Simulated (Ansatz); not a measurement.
## GaN under a change: electrons 7.0×10^21 cm⁻³

Take GaN in the wurtzite structure (space group P6_3mc, No. 186; a = 3.183 Å, c = 5.186 Å) as the base.

The change: 0.318 electrons added to each cell, a density of 7.0×10^21 cm⁻³, with a uniform compensating background at fixed cell and a 300 K Fermi–Dirac width.

All numbers come from Ansatz (a program for electronic structure) PBEsol, spin-orbit coupling left out, earlier PAW set. Γ-centred 21×21×12 mesh, Fermi–Dirac width 0.0259 eV.

```tsv
quantity	base	changed	shift
gap between the host's bands	1.88 eV	1.77 eV	-0.104 eV
gap character	direct at Γ	direct at Γ	–
Fermi level relative to the doped band's edge (positive inside the band; to 0.05 eV)	–	+2.35 eV	–
```

Final structure:

```yaml
crystal:
  lattice:
    - [3.18273, 0.00000, 0.00000]
    - [-1.59136, 2.75632, 0.00000]
    - [0.00000, 0.00000, 5.18570]
  atoms:
    - { symbol: Ga, position: [0.66667, 0.33333, 0.00050] }
    - { symbol: Ga, position: [0.33333, 0.66667, 0.50050] }
    - { symbol: N, position: [0.66667, 0.33333, 0.62470] }
    - { symbol: N, position: [0.33333, 0.66667, 0.12470] }
```
Cell charge -0.318445.

Carriers are added with a uniform compensating background; total energy and stress of such cells depend on the potential's zero and are not compared; many-body gap narrowing is missing at this level. Whether these cells are dynamically stable was not tested.
